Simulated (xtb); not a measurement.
xtb 6.7.1, GFN2-xTB: C[Si](C)(C)[SH+][Si](C)(C)C, charge +1, multiplicity 1, 28 atoms. The geometry is a generated start, not checked to be a minimum at this level.

```
Quantity                  Result
-----------------  -------------
run flags                 --grad
method                  GFN2-xTB
--acc                1 (default)
--etemp (K)        300 (default)
basis functions               73
valence electrons             56
```

```xyz
28

C     -2.3862    -0.8429    -1.1578
Si    -1.9540     0.1915     0.3727
C     -3.0725     1.6816     0.6961
C     -1.3725    -0.7683     1.9006
S      0.0168     1.2993    -0.2724
Si     1.9730     0.0013    -0.3288
C      1.4032    -1.6349    -1.1056
C      2.4206    -0.0378     1.5094
C      3.0536     1.0861    -1.4400
H     -2.5059    -0.2246    -2.0448
H     -1.6457    -1.6067    -1.3822
H     -3.3319    -1.3540    -0.9991
H     -2.6471     2.3480     1.4435
H     -3.2380     2.2673    -0.2058
H     -4.0464     1.3634     1.0585
H     -2.2240    -1.2131     2.4084
H     -0.8781    -0.1146     2.6156
H     -0.6878    -1.5771     1.6561
H     -0.2138     1.2804    -1.5762
H      2.2572    -2.2917    -1.2451
H      0.9545    -1.4879    -2.0858
H      0.6884    -2.1697    -0.4848
H      3.4129    -0.4578     1.6506
H      2.4306     0.9644     1.9329
H      1.7305    -0.6378     2.0976
H      4.0475     0.6578    -1.5434
H      3.1731     2.0868    -1.0284
H      2.6421     1.1910    -2.4416
```

Charge 1 and multiplicity 1 are set for this test and not shown to be the ground state.

One run each on 1 thread. Values of broydamp tried: 0.02, 0.05, 0.1, 0.2, 0.4 (default), 0.6, 0.8, 1.

**Question.** Predict the course of the SCC iterations along this series.

**Answer.** Fewest SCC iterations, within one of each other: 0.4 (default) with 14, 0.6 with 13, 0.8 with 13. The count rises to 23 at 0.02. All converge to one solution.

| broydamp | SCC iterations | end |
|---|---|---|
| 0.02 | 23 | same solution |
| 0.05 | 20 | same solution |
| 0.1 | 18 | same solution |
| 0.2 | 15 | same solution |
| 0.4 (default) | 14 | same solution |
| 0.6 | 13 | same solution |
| 0.8 | 13 | same solution |
| 1 | 15 | same solution |
